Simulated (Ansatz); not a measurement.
Consider AlV2C (space group P6_3/mmc, No. 194; a = 2.9052 Å, c = 13.1346 Å). Axes: x lies along a and z along c of the hexagonal cell.

(Cell as relaxed with PBE.)

Levels (all Ansatz, a quantum-chemistry and plane-wave program, PAW): PBE (420 eV, scalar-relativistic without spin-orbit coupling); r2SCAN (500 eV, no SOC).

Each level relaxes its own structure.

```json
[
 {"base": "volume per atom", "PBE": "12.00 Å³", "r2SCAN": "11.82 Å³"},
 {"base": "lattice parameter a", "PBE": "2.905 Å", "r2SCAN": "2.885 Å"},
 {"base": "band gap", "PBE": "zero", "r2SCAN": "zero"}
]
```

The change: tensile biaxial strain of 2.09 % in the plane normal to [001], as in epitaxy on a mismatched substrate; the out-of-plane cell vector and the atoms relax.

| quantity | PBE | r2SCAN |
|---|---|---|
| volume per atom | 12.34 Å³ | (withheld) |
| pressure (mean of the normal stresses, compression positive) | -4.3 GPa | (withheld) |

Task: Given the PBE results, estimate those of r2SCAN.

Result: 
- volume per atom, r2SCAN: 12.15 Å³
- pressure (mean of the normal stresses, compression positive), r2SCAN: -4.7 GPa

PBE's volume per atom lies 0.19 Å³ above r2SCAN's (1.5 %); PBE's pressure lies 0.4 GPa above r2SCAN's. Neither level is exact; r2SCAN is the comparison here, not a measurement.

Without a gap, meshes like the base's 18×18×4 leave anisotropic stresses uncertain by several tenths of a GPa, and small strain energies with them. Whether these cells are dynamically stable was not tested. Starting moments died away, wholly or in part, for the base; another magnetic solution may exist. The final runs are not spin-polarised.
